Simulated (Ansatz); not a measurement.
Seebeck coefficient (μV/K, mean over directions) of p-type monolayer SnS$_{2}$ against carrier density, HSE06, rigid bands (Ansatz, an electronic-structure program). Computed gap 2.38 eV; densities at which minority carriers matter at this gap, or further valleys turn the trend, are left out. Conductivity mass 0.51 mₑ (harmonic mean over directions), N_v = 4.7e13 cm⁻² at 300 K.

```
hole density  300 K  500 K
------------  -----  -----
1.9e9 cm⁻²     1035      …
1.9e10 cm⁻²     837    875
1.9e11 cm⁻²     638    677
5.7e11 cm⁻²     544    582
1.9e12 cm⁻²     440      …
5.7e12 cm⁻²     345    384
1.9e13 cm⁻²     241    280
5.7e13 cm⁻²     147    185
1.9e14 cm⁻²       …     86
```

Complete the blanks.


- 1.9e9 cm⁻², 500 K: 1074
- 1.9e12 cm⁻², 500 K: 478
- 1.9e14 cm⁻², 300 K: 53

Rigid bands with a gap fixed in temperature, one relaxation time for all states, no polarons or phonon drag, and whether or not such doping can be reached. Spin-orbit coupling is left out; where it splits the top of the valence band, N_v and the p-type Seebeck coefficient come out somewhat high without it. Geometry: cell and atoms relaxed with PBE.
